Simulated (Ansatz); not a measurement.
PBE against PBEsol: hypothetical I4_132 B, electrons 2.0×10^21 cm⁻³

Take B (space group I4_132, No. 214; a = 4.6529 Å; a hypothetical phase, not in the database extracts checked) as the base.

(Cell as relaxed with PBE.)

Levels (all Ansatz, a first-principles code, PAW): PBE (420 eV, scalar-relativistic without spin-orbit coupling); PBEsol (420 eV, spin-orbit coupling left out).

Each level relaxes its own structure.

```
base                      PBE    PBEsol
-------------------  --------  --------
volume per atom      12.59 Å³  12.43 Å³
lattice parameter a   4.653 Å   4.633 Å
band gap              1.48 eV   1.41 eV
```

Perturbation: electrons 2.0×10^21 cm⁻³, on a uniform background at fixed cell.

```json
[
 {"quantity": "Fermi level relative to the doped band's edge (positive inside the band; to 0.05 eV)", "PBE": "+0.15 eV", "PBEsol": "+0.20 eV"},
 {"quantity": "gap between the host's bands", "PBE": "1.45 eV", "PBEsol": "1.38 eV"},
 {"quantity": "gap character", "PBE": "indirect, P–H (20 % along) → Γ–P (20 % along)", "PBEsol": "indirect, P–H (20 % along) → Γ–P (20 % along)"}
]
```

PBE's gap between the host's bands lies 0.07 eV above PBEsol's; the two agree on the gap character. Neither level is exact; PBEsol is the comparison here, not a measurement.

Charged cell with a jellium background: band edges are those of the host's band count, energies are not comparable with the neutral cell, and many-body gap narrowing is missing. Whether these cells are dynamically stable was not tested.
